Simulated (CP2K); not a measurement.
Band structure of PbO2 (P4_2/mnm, 6 atoms in the cell).

```
CELL_PARAMETERS angstrom
      5.06289     0.00000     0.00000
      0.00000     5.06289     0.00000
      0.00000     0.00000     3.45536
ATOMIC_POSITIONS crystal
  Pb 0.00000 0.00000 0.00000
  Pb 0.50000 0.50000 0.50000
  O  0.30743 0.30743 0.00000
  O  0.69257 0.69257 0.00000
  O  0.19257 0.80743 0.50000
  O  0.80743 0.19257 0.50000
```

Computed with PBE, GPW, DZVP-MOLOPT-PBE-GTH basis, GTH-PBE potentials (POTENTIAL_UZH) (CP2K 2026.2).

Settings: CUTOFF = 450 Ry; REL_CUTOFF = 60 Ry; SMEAR/METHOD = GAUSSIAN; SIGMA = 0.2 eV; KPOINTS/SCHEME = MONKHORST-PACK 5 5 7; XC_FUNCTIONAL = PBE; Pb/BASIS_SET = DZVP-MOLOPT-PBE-GTH-q4; Pb/POTENTIAL = GTH-PBE-q4; O/BASIS_SET = DZVP-MOLOPT-PBE-GTH-q6; O/POTENTIAL = GTH-PBE-q6; METHOD = GPW; EPS_DEFAULT = 1e-11; EXTRAPOLATION = USE_GUESS; NGRIDS = 5.

The starting cell comes from a database of computed structures (which also holds hypothetical and non-ambient phases and stackings), without a prior relaxation at this level. Its lattice was rescaled by a random factor within 2.5 % of one. Spin-orbit coupling is off. Values carry the incompleteness of an atom-centred basis. The run gives no clean gap (levels at the Fermi energy touch, overlap or are partly filled at this smearing), which alone does not show that the compound is a metal.

Levels in eV from the Fermi level, bands 13 to 18:
```json
[
 {"point": "Γ", "13": "-1.05", "14": "-1.05", "15": "-0.56", "16": "-0.56", "17": "-0.01", "18": "3.80"},
 {"point": "X", "13": "-1.01", "14": "-1.01", "15": "-0.45", "16": "-0.45", "17": "2.02", "18": "2.02"},
 {"point": "M", "13": "-1.10", "14": "-1.10", "15": "-0.61", "16": "-0.60", "17": "2.33", "18": "2.33"},
 {"point": "Z", "13": "-1.12", "14": "-1.12", "15": "-0.88", "16": "-0.88", "17": "3.43", "18": "3.43"},
 {"point": "R", "13": "-0.74", "14": "-0.74", "15": "-0.60", "16": "-0.60", "17": "3.64", "18": "3.65"},
 {"point": "A", "13": "-0.72", "14": "-0.71", "15": "-0.55", "16": "-0.55", "17": "2.48", "18": "2.48"}
]
```

Bands cross the Fermi level along this path, so the cell is metallic at this level.

Higher empty bands are left out: an atom-centred basis made for the valence describes them poorly.
